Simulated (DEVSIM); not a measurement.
**Si p-i-n diode**

Device: Si p-i-n diode, at 400 K.

| layer (left to right) | material | thickness (μm) | Nd (cm⁻³) | Na (cm⁻³) | τn (s) | τp (s) |
|---|---|---|---|---|---|---|
| 1 | Si | 0.630 | - | 2.2e17 | 0.00025 | 0.00025 |
| 2 | Si | 22.0 | 7.3e11 | - | 0.00025 | 0.00025 |
| 3 | Si | 1.20 | 4e17 | - | 0.00025 | 0.00025 |

Left contact: ohmic. Right contact: ohmic. Voltage is applied to the left contact. Recombination: SRH at mid-gap, radiative. Mobility is μmin + (μ − μmin)/(1 + (N/Nref)^α).

The device is made up for the run: typed textbook-type constants, with dimensions and the other settings drawn at random. Values at 300 K; Nc and Nv go as T^1.5, mobilities as T to minus their exponent, the gap by Varshni's rule with the affinity fixed.

```
parameter               Si
----------------  --------
gap (eV)             1.124
affinity (eV)         4.05
permittivity          11.7
Nc (cm⁻³)          2.86e19
Nv (cm⁻³)           3.1e19
μn (cm²/Vs)           1417
μp (cm²/Vs)            470
μn,min                  52
μp,min                  45
Nref,n              9.7e16
Nref,p              2.2e17
αn                    0.68
αp                    0.72
T exponent of μn       2.3
T exponent of μp       2.2
B (cm³/s)          4.7e-15
Varshni α (eV/K)  0.000473
Varshni β (K)          636
```

DEVSIM, 1D drift-diffusion, Boltzmann statistics, complete ionisation; no tunnelling, impact ionisation, image-force lowering or self-heating.

| Quantity | Result |
|---|---|
| Potential step across the device at zero bias | 0.749 V |
| Dark forward voltage at 1 A/cm² | 0.431 V |
| Dark forward voltage at 100 A/cm² | 0.635 V |

Dark forward current:

```
V (V)  J (A/cm²)
-----  ---------
0.05      1.8e-5
0.10      8.7e-5
0.20      0.0015
0.25      0.0062
0.35        0.11
0.40        0.43
0.45         1.7
0.55          19
0.60          54
0.65         130
0.75         520
0.80         870
0.90        1900
0.95        2700
```
